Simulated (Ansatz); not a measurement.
PbZrO3 (Amm2, No. 38, 5 atoms in the cell; start mp-20337; a measured phase of this formula has another space group), treated with r²SCAN+rVV10 in Ansatz (plane waves, PAW).

Numerical settings: plane-wave cutoff 560 eV, 8×8×8 k mesh, Fermi–Dirac smearing 0.01 eV, scalar-relativistic PAW data made under PBE.

Cell (relaxed at this level):

```
PbZrO3
1.0
    4.12121     0.00000     0.00000
    0.00000     2.94009     2.99557
    0.00000    -2.94009     2.99557
Zr Pb O
1 1 3
Direct
  0.50000   0.50690   0.50690
  0.00000   0.95057   0.95057
  0.50000   0.02911   0.56164
  0.50000   0.56164   0.02911
  0.00000   0.55877   0.55877
```

Q: Estimate the band gap and Γ–Γ gap that the calculation returns.

A: 
band gap: 3.07 eV (on the SCF k mesh)
Γ–Γ gap: 4.75 eV

Note: the relaxation could not lower the start's symmetry, so the cell can be a saddle point above a distorted one.

Spin–orbit coupling is not included; with these elements it can move the gap by several tenths of an eV or more.

Static lattice: no zero-point or thermal effects.

A start named mp-… is a Materials Project structure, which need not be a measured phase.

Ansatz is a first-principles code.
